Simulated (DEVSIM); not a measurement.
System: Schottky contact on n-type Si, at 400 K.

Layer 1 from the left is Si, thickness (μm) 16.0, Nd (cm⁻³) 1.9e17, τn (s) 1.1e-7, τp (s) 1.1e-7. Layer 2 from the left is Si, thickness (μm) 8.90, Nd (cm⁻³) 2.2e18, τn (s) 1.1e-7, τp (s) 1.1e-7.

Left contact: Schottky, work function 4.84 eV, emission velocity 1.6e6 cm/s. Right contact: ohmic. Voltage is applied to the left contact. Recombination: SRH at mid-gap, Auger. Mobility is μmin + (μ − μmin)/(1 + (N/Nref)^α).

Constants are typed, rounded textbook-type inputs, not results; the design itself was drawn at random and stands for no fabricated device. Values at 300 K; Nc and Nv go as T^1.5, mobilities as T to minus their exponent, the gap by Varshni's rule with the affinity fixed.

Si: gap (eV) 1.124, affinity (eV) 4.05, permittivity 11.7, Nc (cm⁻³) 2.86e19, Nv (cm⁻³) 3.1e19, μn (cm²/Vs) 1417, μp (cm²/Vs) 470, μn,min 52, μp,min 45, Nref,n 9.7e16, Nref,p 2.2e17, αn 0.68, αp 0.72, T exponent of μn 2.3, T exponent of μp 2.2, Cn (cm⁶/s) 2.8e-31, Cp (cm⁶/s) 9.9e-32, Varshni α (eV/K) 0.000473, Varshni β (K) 636.

DEVSIM, 1D drift-diffusion, Boltzmann statistics, complete ionisation; no tunnelling, impact ionisation, image-force lowering or self-heating. Metal contacts follow the ideal Schottky-Mott rule: no Fermi-level pinning, no interface dipoles.

Dark forward current:

```
|V| (V)  |J| (A/cm²)
-------  -----------
0.05        0.003987
0.10         0.02094
0.15         0.09307
0.20          0.3993
0.25           1.690
0.30           6.981
0.35           26.64
0.40           83.16
0.45           193.7
0.50           350.9
0.55           538.8
0.60           746.1
0.65           966.0
0.70            1195
0.75            1430
0.80            1670
0.85            1913
0.90            2160
```

Task: Work out the local ideality factor n = ΔV / (kT/q · ln(J2/J1)) between the rows 0.15 and 0.20 V, 0.85 and 0.90 V.

Result: kT/q = 34.47 mV. From 0.15 to 0.20 V: ln(0.3993/0.09307) = 1.456, n = 1.00, near the 1 of diffusion or emission over a barrier. From 0.85 to 0.90 V: ln(2160/1913) = 0.121, n = 11.94; the layers' resistance at their doping, Σ W/(qμN) = 0.00020 Ω cm², would take 49 mV of this step of 50 mV.

Task: Estimate the current at 0.20 V for emission alone, J0 = q v N_band exp(−φB/kT), and read the barrier back from the simulated current.

Result: φB = 0.790 eV, N_band = 4.40e19 cm⁻³, J0 = 0.00126 A/cm²; J = J0 (exp(qV/kT) − 1) = 0.415 A/cm². The simulation gives 0.399 A/cm²; the estimate lies 3.9 % above. Read backwards, the simulated current gives an apparent barrier of 0.791 eV. The estimate leaves out transport through the depletion region and minority injection.
